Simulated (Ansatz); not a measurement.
Consider VN in the rock salt structure (space group Fm-3m, No. 225; a = 4.0748 Å; relaxed with 0.1 eV smearing). Axes: x, y, z lie along the cube axes.

All numbers come from Ansatz (a quantum-chemistry and plane-wave program) PBEsol, scalar-relativistic without spin-orbit coupling, earlier PAW set.

A first run, uniaxial strain ε_zz = +1.16 %, gives secant values C11 ≈ 640 GPa and C12 ≈ 170 GPa from its stress. A second run applies biaxial strain +2.29 %, plane normal [001], relaxed out of plane.

Task: What does linear elasticity predict for −ε⊥/ε∥ in the second run, and what does the run give?

Result: Linear elasticity: 2 C12/C11 = 0.53. The run gives 0.46; any difference comes from nonlinear terms at these strains and numerical noise.

No phonon test of stability was made. The final runs are not spin-polarised.
